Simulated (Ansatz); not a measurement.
Structure of amorphous Si30C12N24 (periodic cell):

```xyz
66
Lattice="9.1362 -0.0773 0.0958 -0.0773 9.2336 -0.6603 0.0958 -0.6603 9.2628" Properties=species:S:1:pos:R:3 pbc="T T T"
Si     7.3368     0.9196     6.0973
Si     9.0064     0.7516     3.5795
Si     5.8895     6.0431     1.9168
Si     2.5724     4.0855     7.7202
Si     4.7717     1.3576     4.2971
Si     0.2649     3.7125     3.8420
Si     5.1011     7.9230     4.8940
Si     6.8553     5.3779     4.4053
Si     0.2647     5.6767     8.1091
Si     6.6347     6.9496     8.6086
Si     7.6560     7.6902     3.6296
Si     2.9743     5.8419     5.8015
Si     2.4379     6.7128     0.6768
Si     2.9155     5.4421     3.3214
Si     2.0053     1.6928     5.6307
Si     3.0447     1.2115     8.6248
Si     6.3056     0.1364     1.6923
Si     6.9947     4.0239     8.1292
Si     4.4396     7.7664     2.6555
Si     3.5391     8.0954     7.5671
Si     8.3767     3.2279     6.2486
Si     0.1188     8.6455     0.8805
Si     4.1124     3.7693     1.1225
Si     4.8443     5.8491     8.1210
Si     4.7842     3.0774     6.6037
Si     8.5395     8.5638     7.6232
Si     1.4893     3.8303     1.2432
Si     6.0507     1.0770     8.6645
Si     8.2950     2.1668     1.1982
Si     2.7496     1.0686     2.5627
C      8.7809     3.7219     8.5441
C      8.8094    -0.0464     5.2423
C      2.6338     4.9203     0.2933
C      1.0235    -0.3125     7.2663
C      7.6792     8.8099     2.1112
C      0.9220     0.2015     6.0116
C      2.9956     2.3690     7.1175
C      5.2223     3.0703     4.7880
C      2.6949     2.3823     1.2174
C      4.6735     4.7097     2.8068
C      5.3551     4.2706     4.0439
C      6.0218     5.8848     0.0864
N      2.1683    -0.2105     8.0999
N      7.3895     6.0424     2.8536
N      8.7757     2.3567     2.8851
N      3.0370     1.3990     4.2443
N      4.5384     0.2704     8.5999
N      4.1030     4.7650     6.9166
N      8.9227     0.6359     0.5608
N      6.6043     7.0687     4.9914
N      5.6830     0.4118     5.4653
N      8.2133     4.4469     4.9240
N      4.6810     0.3044     2.6898
N      2.9087     6.9471     2.3523
N      1.3025     0.1477     2.6580
N      1.4812     4.5129     2.8960
N      5.8877     2.6228     7.8829
N      8.1984     6.8599     7.8666
N      1.6420     5.4155     6.9543
N      7.2603     0.2423     7.7091
N      9.0557     3.5975     0.4908
N      3.8432     7.3627     6.0139
N      0.7882     2.8461     5.2474
N      0.8103     7.1681     0.2869
N      3.4903     7.5240    -0.4675
N      6.5778     1.7986     1.0407
```

All values below come from PBE, scalar-relativistic without spin-orbit coupling (plane waves to 420 eV, PAW; Ansatz, a program for electronic structure).

A CHGNet melt-quench gave the starting glass, which DFT then relaxed. N atoms were pushed apart under 1.9 Å during the dynamics, to hinder bonds among them. The hot cell started wider than the set density and was brought back towards it in steps. It is the lowest in DFT energy of 2 quenches. It is a model cell: composition and starting density were chosen by hand, and all elements were melted together. No dispersion term was used. Its density started from a set value of 2.83 and ended at 2.83 g/cm³. Cooling (nominally 120 K/ps over its main leg) ran many orders faster than in experiment, which tends to leave more defects and strain. Values belong to this one cell and scatter from quench to quench. The volume was held where the preparation left it and the shape relaxed, at a PBE pressure of -1.0 GPa (tension). Stress components on the final sampling reach 1.4 GPa. On a 2×2×2 Γ-centred mesh force components of up to 0.21 eV/Å stay, since the relaxation ran on the zone centre alone.

Cut-offs for bonds: Si-Si 2.60 Å, Si-C 2.19 Å, Si-N 2.20 Å, C-C 1.78 Å, C-N 1.76 Å, N-N 1.70 Å. Two cations that share two anions don't count as bonded, nor two that share one unless they lie closer than Si-Si 2.38 Å, Si-C 2.00 Å, C-C 1.63 Å.

### Question
Give the coordination numbers, mean bond lengths and angles.

### Answer

| Property | Result |
|---|---|
| Mean coordination of Si | 3.97 (1 with 3, 29 with 4) |
| Mean coordination of C | 3.58 (5 with 3, 7 with 4) |
| Mean coordination of N | 3.08 (22 with 3, 2 with 4) |
| Mean Si-N bond | 1.779 Å (spread 0.059 Å, 72 counted) |
| Mean Si-C bond | 1.916 Å (spread 0.066 Å, 33 counted) |
| Mean Si-Si bond | 2.406 Å (spread 0.121 Å, 7 counted) |
| Mean C-C bond | 1.446 Å (spread 0.064 Å, 4 counted) |
| Bond angle at Si | mean 108.9°, spread 14.6° |
| Bond angle at C | mean 110.8°, spread 14.6° |
| Bond angle at N | mean 115.2°, spread 15.6° |

### Question
Which atoms depart from the most common coordination of their element?

### Answer
Si23 has 3 (C39 1.99 Å, C40 2.01 Å, C33 2.05 Å; Si27 at 2.63 Å just beyond); C31 has 3 (N61 1.49 Å, Si18 1.86 Å, Si9 2.01 Å); C34 has 3 (C36 1.36 Å, N43 1.42 Å, Si26 1.82 Å); C36 has 3 (C34 1.36 Å, C32 1.53 Å, Si15 1.88 Å); C38 has 3 (C41 1.42 Å, Si5 1.84 Å, Si25 1.87 Å); C41 has 3 (C38 1.42 Å, C40 1.48 Å, Si8 1.90 Å); N48 has 4 (Si24 1.78 Å, Si25 1.85 Å, Si4 1.86 Å, Si12 1.92 Å); N53 has 4 (Si19 1.89 Å, Si17 1.91 Å, Si5 1.92 Å, Si30 2.08 Å).
